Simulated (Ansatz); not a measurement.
Base system: C in the graphite type structure (space group P6_3/mmc, No. 194; a = 2.455 Å, c = 6.671 Å; layered, stacked along the Cartesian z axis).

Calculations: Ansatz (an electronic-structure program), r2SCAN+rVV10, PAW, cutoff 500 eV, without spin-orbit coupling, earlier PAW set.

One change was made to it. Results:

```
quantity                base    after
-------------------  -------  -------
lattice parameter a  2.455 Å  2.449 Å
c/a ratio              2.717    2.583
```

Q: Which of these changes matches the shifts?
A. pressure 3 GPa
B. pressure −1 GPa
C. pressure 7.5 GPa
D. pressure 1.5 GPa
E. pressure 10 GPa

A: A, pressure 3 GPa. For comparison, the c/a ratio in the other runs: pressure 10 GPa gives 2.426; pressure 1.5 GPa gives 2.639; pressure 7.5 GPa gives 2.471; pressure −1 GPa gives 2.793.

The mesh was chosen for an insulator and is coarse for the gapless case. Load acts through the strain it causes; cell and atoms are relaxed under it. No phonon test of stability was made. No other phases were tried under pressure.
